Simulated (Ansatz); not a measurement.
Ansatz (a quantum-chemistry and plane-wave program) run on GaMo₃ (P1, 8 atoms in the cell): self-consistent single point.

Level of theory: BLYP, PAW files made with PBE (plane waves; Ansatz).

```xyz
8
Lattice="4.9453 0.0000 0.0000 0.0000 4.9453 0.0000 0.0000 0.0000 4.9453" Properties=species:S:1:pos:R:3 pbc="T T T"
Ga    -0.0530     0.0006     0.0223
Ga     2.5049     2.5192     2.4473
Mo     1.2032    -0.0155     2.4799
Mo     3.7887    -0.0169     2.4671
Mo     2.4420     3.7325     0.0015
Mo     2.4603     1.2330    -0.0144
Mo    -0.0122     2.4465     3.7367
Mo     0.0293     2.4638     1.2229
```

Reference input (self-consistent single point, DFT, LDA (PW92), plane waves, PAW files made with PBE): basis.ecutwfc = 30.9 Ry; kpoints.mp_grid.grid = 6 6 6; hamiltonian.xc = lda; hamiltonian.pseudopotentials = {kind: paw} (the program's default PAW files); scf.occupations.method = gaussian; scf.occupations.width = 0.0073 Ry. This run's input differs from it in these lines:

Ansatz 0.2 input:
```diff
@@ -21,3 +21,3 @@
 hamiltonian:
-  xc: lda
+  xc: blyp
   pseudopotentials:
```

Output (repeated stretches shortened):

```
SCF iter   1: F=—  HF=-37404.764572 eV  |F-HF|=—  |Δ(HF+E_count)|=         —  Δρ=9.59e-2  dr2=1.36e1  ethr=3.10e-3  ⟨swp⟩=5.1  Hψ=22397  notcnv=0
all-band conjugate gradients solve this SCF's bands
preconditioner: auto → Kerker (q_TF=auto, 2.686 Å⁻¹)
SCF iter   2: F=—  HF=-37401.595904 eV  |F-HF|=—  |Δ(HF+E_count)|=    3.17e0  Δρ=5.12e-2  dr2=3.72e0  ethr=3.10e-3  ⟨swp⟩=2.8  Hψ=15033  notcnv=0  defer=382
   [... lines left out ...]
SCF iter   7: F=—  HF=-37400.548751 eV  |F-HF|=—  |Δ(HF+E_count)|=   5.34e-6  Δρ=4.07e-5  dr2=8.47e-7  ethr=5.69e-8  ⟨swp⟩=2.4  Hψ=12656  notcnv=0  defer=374
SCF iter   8: F=—  HF=-37400.548752 eV  |F-HF|=—  |Δ(HF+E_count)|=   1.46e-6  Δρ=1.28e-5  dr2=1.80e-7  ethr=9.09e-11  ⟨swp⟩=9.9  Hψ=30323  notcnv=0
SCF iter   9: F=—  HF=-37400.548752 eV  |F-HF|=—  |Δ(HF+E_count)|=   5.86e-8  Δρ=7.78e-6  dr2=4.72e-8  ethr=9.09e-11  ⟨swp⟩=4.2  Hψ=24013  notcnv=0
SCF iter  10: F=-37400.548752 eV  HF=-37400.548752 eV  |F-HF|=1.46e-9  |Δ(HF+E_count)|=   5.79e-8  Δρ=2.08e-6  dr2=4.64e-9  ethr=4.29e-11  ⟨swp⟩=4.0  Hψ=18804  notcnv=0
SCF 1 converged in 10 iterations: F = -37400.548752 eV  dr2 = 4.64e-9
Free energy (F): -37400.548752 eV
Internal energy: -37400.527592 eV  (E = F + TS)
E sigma→0 (E₀):  -37400.538172 eV
Entropy (-TS):   -0.021160 eV (-2.645 meV/atom)
Fermi energy:    19.895644 eV
--- Forces (eV/Å), atoms counted from 1 ---
  atom   1  Ga     0.36489728    -0.13644666    -0.24330289
  atom   2  Ga    -0.20320936    -0.52906859     0.20122138
  atom   3  Mo     1.34548932     0.29311657     0.03373015
  atom   4  Mo    -1.65821862     0.30000808     0.17683703
  atom   5  Mo     0.16384308    -0.44604916    -0.13128807
  atom   6  Mo    -0.04269088     0.24868338     0.06395161
  atom   7  Mo     0.23558348     0.23572522    -0.60306794
  atom   8  Mo    -0.20569141     0.03404096     0.50192082
--- Stress (GPa, compression-positive) ---
       13.024063      -0.035136       0.101183
       -0.035136      12.505234      -0.109789
        0.101183      -0.109789      13.203631
  P = ⅓ Tr σ = 12.9110 GPa (129.110 kbar)
  The stress holds the Pulay correction. Without it, at fixed plane waves, as pw.x and ABINIT print it: P = 12.8843 GPa
```

The run converged in 10 iterations. Against the reference run the pressure goes from -8.61 to 12.91 GPa and the largest force goes from 1.583 to 1.694 eV/Å.

The starting cell comes from a database of computed structures (which also holds hypothetical and non-ambient phases and stackings), without a prior relaxation at this level. Its atoms were displaced at random from the sites of space group no. 223. Spin polarisation is off. With a pressure of about 13 GPa the cell is away from its equilibrium volume at this level. Forces in this geometry exceed 1 eV/Å. Ansatz's pressure includes its estimate of the finite-basis (Pulay) stress.

Cost on one core of a shared machine: roughly 50 s.
